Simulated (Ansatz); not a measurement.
## Mg2O (model structure, started from the Ca2N type, R-3m, No. 166, 3 atoms in the cell)

Computed with PBEsol (Ansatz, a quantum-chemistry and plane-wave program, PAW).

Run with plane-wave cutoff 520 eV, 20×20×20 k mesh, Fermi–Dirac smearing 0.05 eV, scalar-relativistic PAW data made under PBE.

Cell (relaxed at this level):

```
Mg2O
1.0
    1.52471     0.88029     5.00598
   -1.52471     0.88029     5.00598
    0.00000    -1.76059     5.00598
Mg O
2 1
Cartesian
  0.00000   0.00000  11.24925
  0.00000   0.00000   3.76868
  0.00000   0.00000   0.00000
```

```
Quantity         Value
------------  --------
band gap          none
bulk modulus  76.8 GPa
```

Note: the bulk modulus is −V dP/dV from two relaxed cells at ±2 % in volume; the relaxation could raise the start's symmetry but not lower it, so the cell can be a saddle point.

A model structure was made by putting elements into a prototype or built by hand; it is no filed structure, need not be a known phase, and can be a saddle point held by its symmetry.
